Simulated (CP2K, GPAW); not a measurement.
A CP2K input for a self-consistent single point of MgSc (Pm-3m, 2 atoms in the cell) (DFT PBEsol, GPW, TZVP-MOLOPT-SR-GTH basis, GTH-PBE potentials (GTH_POTENTIALS)):

```
&GLOBAL
  PROJECT scf
  RUN_TYPE ENERGY_FORCE
  PRINT_LEVEL MEDIUM
&END GLOBAL
&FORCE_EVAL
  METHOD Quickstep
  STRESS_TENSOR ANALYTICAL
  &DFT
    BASIS_SET_FILE_NAME BASIS_MOLOPT_UCL
    POTENTIAL_FILE_NAME GTH_POTENTIALS
    &QS
      METHOD GPW
      EPS_DEFAULT 1E-10
    &END QS
    &MGRID
      CUTOFF 600
      REL_CUTOFF 40
      NGRIDS 5
    &END MGRID
    &SCF
      SCF_GUESS ATOMIC
      EPS_SCF 1E-6
      MAX_SCF 100
      ADDED_MOS 4
      &DIAGONALIZATION
        ALGORITHM STANDARD
      &END DIAGONALIZATION
      &MIXING
        METHOD BROYDEN_MIXING
        ALPHA 0.3
        NBUFFER 12
        BETA 1
      &END MIXING
      &SMEAR ON
        METHOD FERMI_DIRAC
        ELECTRONIC_TEMPERATURE [K] 1160.45
      &END SMEAR
    &END SCF
    &KPOINTS
      SCHEME MONKHORST-PACK 12 12 12
      GAMMA_CENTERED T
    &END KPOINTS
    &XC
      &XC_FUNCTIONAL
        &PBE
          PARAMETRIZATION PBESOL
        &END PBE
      &END XC_FUNCTIONAL
    &END XC
    &PRINT
      &MO
        EIGENVALUES T
        OCCUPATION_NUMBERS T
        NDIGITS 8
        FILENAME mo
        &EACH
          QS_SCF 0
        &END EACH
        ADD_LAST NUMERIC
      &END MO
      &MULLIKEN ON
      &END MULLIKEN
    &END PRINT
  &END DFT
  &SUBSYS
    &CELL
      A 3.66694000 0.00000000 0.00000000
      B 0.00000000 3.66694000 0.00000000
      C 0.00000000 0.00000000 3.66694000
      PERIODIC XYZ
    &END CELL
    &COORD
      Mg       0.00000000     0.00000000     0.00000000
      Sc       1.83347000     1.83347000     1.83347000
    &END COORD
    &KIND Mg
      BASIS_SET TZVP-MOLOPT-SR-GTH-q2
      POTENTIAL GTH-PBE-q2
    &END KIND
    &KIND Sc
      BASIS_SET TZVP-MOLOPT-SR-GTH-q11
      POTENTIAL GTH-PBE-q11
    &END KIND
  &END SUBSYS
  &PRINT
    &FORCES ON
    &END FORCES
    &STRESS_TENSOR ON
    &END STRESS_TENSOR
  &END PRINT
&END FORCE_EVAL
```

Q: Translate this input to GPAW.

A: This is the input that was run; spellings and numerical settings could be chosen otherwise.

```python
from ase import Atoms
from ase.units import GPa
from gpaw import GPAW

atoms = Atoms(['Mg', 'Sc'],
              cell=[[3.666940, 0.000000, 0.000000],
                    [0.000000, 3.666940, 0.000000],
                    [0.000000, 0.000000, 3.666940]],
              positions=[[0.000000, 0.000000, 0.000000],
                         [1.833470, 1.833470, 1.833470]],
              pbc=True)

calc = GPAW(mode={'name': 'pw', 'ecut': 800},
            xc='PBEsol',
            kpts={'size': (12, 12, 12), 'gamma': True},
            occupations={'name': 'fermi-dirac', 'width': 0.1},
            nbands=-8,
            convergence={'forces': 0.001},
            symmetry={'symmorphic': False, 'tolerance': 0.0005},
            maxiter=120,
            txt='-')

atoms.calc = calc

energy = atoms.get_potential_energy()
print('Energy (eV):', round(energy, 6))
forces = atoms.get_forces()
print('Forces (eV/Ang):')
print(forces.round(5))
stress = atoms.get_stress()
print('Stress (GPa, Voigt):', (stress / GPa).round(4))
```

Basis, cutoffs, solver keys and any potentials are the target program's own. This input uses DFT PBEsol, plane waves, GPAW PAW datasets PBEsol (made by gpaw-setup). Both were run: pressure -2.69 GPa in CP2K and -3.76 in GPAW.

On GPAW: the starting cell comes from a database of computed structures (which also holds hypothetical and non-ambient phases and stackings), without a prior relaxation at this level. Its lattice was rescaled by a random factor within 2.5 % of one. With a pressure of about -4 GPa the cell is away from its equilibrium volume at this level.

On CP2K: the starting cell comes from a database of computed structures (which also holds hypothetical and non-ambient phases and stackings), without a prior relaxation at this level. Its lattice was rescaled by a random factor within 2.5 % of one. Values carry the incompleteness of an atom-centred basis. The potentials were made for another functional than the one used.
